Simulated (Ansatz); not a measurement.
# SiC: pressure series

Consider SiC in the wurtzite structure (space group P6_3mc, No. 186; a = 3.075 Å, c = 5.048 Å).

Cell and atoms are relaxed at each pressure.

Level of theory: r2SCAN in Ansatz (plane waves to 500 eV, PAW, no spin-orbit coupling).

Notes on the quantities. enthalpy: H = E + PV relative to the base's energy.

| variant | band gap | smallest direct gap | electron mass | enthalpy |
|---|---|---|---|---|
| base | 2.65 eV | 4.48 eV | 0.26 mₑ along c, 0.43 mₑ across (at K) | – |
| pressure −2 GPa | 2.67 eV | 4.46 eV | 0.26 mₑ along c, 0.43 mₑ across (at K) | -0.13 eV/atom |
| pressure −1 GPa | 2.66 eV | 4.47 eV | 0.26 mₑ along c, 0.43 mₑ across (at K) | -0.06 eV/atom |
| pressure 3 GPa | 2.63 eV | 4.50 eV | 0.26 mₑ along c, 0.43 mₑ across (at K) | +0.19 eV/atom |
| pressure 7 GPa | 2.61 eV | 4.54 eV | 0.25 mₑ along c, 0.42 mₑ across (at K) | +0.45 eV/atom |
| pressure 15 GPa | 2.56 eV | 4.61 eV | 0.25 mₑ along c, 0.42 mₑ across (at K) | +0.94 eV/atom |
| pressure 30 GPa | 2.49 eV | 4.72 eV | 0.25 mₑ along c, 0.41 mₑ across (at K) | +1.83 eV/atom |
| pressure 50 GPa | 2.41 eV | 4.84 eV | 0.24 mₑ along c, 0.40 mₑ across (at K) | +2.96 eV/atom |
| pressure 75 GPa | 2.32 eV | 4.97 eV | 0.24 mₑ along c, 0.39 mₑ across (at K) | +4.29 eV/atom |
| pressure 100 GPa | (withheld) | (withheld) | (withheld) | +5.56 eV/atom |

Problem. Fill in the withheld entries from the trend.

Solution. 
- pressure 100 GPa, band gap: 2.25 eV
- pressure 100 GPa, smallest direct gap: 5.08 eV
- pressure 100 GPa, electron mass: 0.23 mₑ along c, 0.38 mₑ across (at K)

Load acts through the strain it causes; cell and atoms are relaxed under it. Effective masses come from finite differences of ±0.01 Å⁻¹. No phonon test of stability was made. No other phases were tried under pressure.

Ansatz is an electronic-structure program.
